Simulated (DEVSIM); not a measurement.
Device: abrupt Si p-n junction, at 400 K.

```csv
layer (left to right),material,thickness (μm),Nd (cm⁻³),Na (cm⁻³),τn (s),τp (s)
1,Si,2.10,-,1.6e15,6.8e-5,6.8e-5
2,Si,4.90,6.9e17,-,6.8e-5,6.8e-5
```

Left contact: ohmic. Right contact: ohmic. Voltage is applied to the left contact. Recombination: SRH at mid-gap. Mobility is constant in doping.

This is a model device: material constants are rounded textbook-type values typed into the input, and sizes, dopings and lifetimes were drawn at random. Values at 300 K; Nc and Nv go as T^1.5, mobilities as T to minus their exponent, the gap by Varshni's rule with the affinity fixed.

```tsv
parameter	Si
gap (eV)	1.124
affinity (eV)	4.05
permittivity	11.7
Nc (cm⁻³)	2.86e19
Nv (cm⁻³)	3.1e19
μn (cm²/Vs)	1417
μp (cm²/Vs)	470
T exponent of μn	2.3
T exponent of μp	2.2
Varshni α (eV/K)	0.000473
Varshni β (K)	636
```

DEVSIM, 1D drift-diffusion, Boltzmann statistics, complete ionisation; no tunnelling, impact ionisation, image-force lowering or self-heating.

Tabulate band edges, carrier densities and field at zero bias.

Energies count from the Fermi level of the right contact; mesh points crowd at the junctions.

| x (μm) | Ec (eV) | Ev (eV) | n (cm⁻³) | p (cm⁻³) | field (V/cm) |
|---|---|---|---|---|---|
| 0.000 | 0.741 | -0.355 | 2.0e10 | 1.6e15 | ≈ 0 |
| 0.02581 | 0.741 | -0.355 | 2.0e10 | 1.6e15 | ≈ 0 |
| 0.08289 | 0.741 | -0.355 | 2.0e10 | 1.6e15 | ≈ 0 |
| 0.1957 | 0.741 | -0.355 | 2.0e10 | 1.6e15 | ≈ 0 |
| 0.5490 | 0.741 | -0.355 | 2.0e10 | 1.6e15 | ≈ 0 |
| 1.132 | 0.740 | -0.356 | 2.1e10 | 1.5e15 | -99 |
| 1.659 | 0.670 | -0.427 | 1.6e11 | 2.0e14 | -4500 |
| 1.946 | 0.443 | -0.653 | 1.2e14 | 2.8e11 | -11000 |
| 2.037 | 0.324 | -0.772 | 3.6e15 | 9.0e9 | -15000 |
| 2.084 | 0.237 | -0.859 | 4.5e16 | 7.1e8 | -27000 |
| 2.105 | 0.157 | -0.939 | 4.6e17 | 7.1e7 | -24000 |
| 2.154 | 0.143 | -0.953 | 6.9e17 | 4.7e7 | ≈ 0 |
| 2.238 | 0.143 | -0.953 | 6.9e17 | 4.7e7 | ≈ 0 |
| 2.425 | 0.143 | -0.953 | 6.9e17 | 4.7e7 | ≈ 0 |
| 2.997 | 0.143 | -0.953 | 6.9e17 | 4.7e7 | ≈ 0 |
| 3.982 | 0.143 | -0.953 | 6.9e17 | 4.7e7 | ≈ 0 |
| 5.501 | 0.143 | -0.953 | 6.9e17 | 4.7e7 | ≈ 0 |
| 6.288 | 0.143 | -0.953 | 6.9e17 | 4.7e7 | ≈ 0 |
| 6.745 | 0.143 | -0.953 | 6.9e17 | 4.7e7 | ≈ 0 |
| 6.889 | 0.143 | -0.953 | 6.9e17 | 4.7e7 | ≈ 0 |
| 6.962 | 0.143 | -0.953 | 6.9e17 | 4.7e7 | ≈ 0 |
| 7.000 | 0.143 | -0.953 | 6.9e17 | 4.7e7 | ≈ 0 |
